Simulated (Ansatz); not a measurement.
```xyz
4
Lattice="1.9614 1.1324 6.4058 -1.9614 1.1324 6.4058 0.0000 -2.2649 6.4058" Properties=species:S:1:pos:R:3 pbc="T T T"
Ga     0.0000     0.0000    19.1693
Ga     0.0000     0.0000     9.6578
P      0.0000     0.0000    12.0135
As     0.0000     0.0000     2.3988
```

Relaxed-ion tensors in this frame from PBEsol in Ansatz (a first-principles code). Proper piezoelectric stress tensor e (C/m²):

```
 0.00   0.00   0.00   0.00   0.11  -0.16
-0.16   0.16   0.00   0.11   0.00   0.00
 0.12   0.12  -0.21   0.00   0.00   0.00
```

Stiffness C (GPa):

```
  149   45.1   36.1  -12.7    0.0    0.0
 45.1    149   36.1   12.7    0.0    0.0
 36.1   36.1    159    0.0    0.0    0.0
-12.7   12.7    0.0   42.5    0.0    0.0
  0.0    0.0    0.0    0.0   42.5  -12.7
  0.0    0.0    0.0    0.0  -12.7   51.8
```

The cell is a database entry relaxed within its symmetry; it need not be the phase found at ambient conditions.

Task: Obtain the piezoelectric strain tensor d.

Result: d = e S with S = C⁻¹, in pC/N:

```
 0.0   0.0   0.0   0.0   1.8  -2.6
-1.3   1.3   0.0   1.8   0.0   0.0
 0.9   0.9  -1.7   0.0   0.0   0.0
```
Away from Γ the polar cell without biaxial strain shows no imaginary mode on a 2×2×2 mesh.
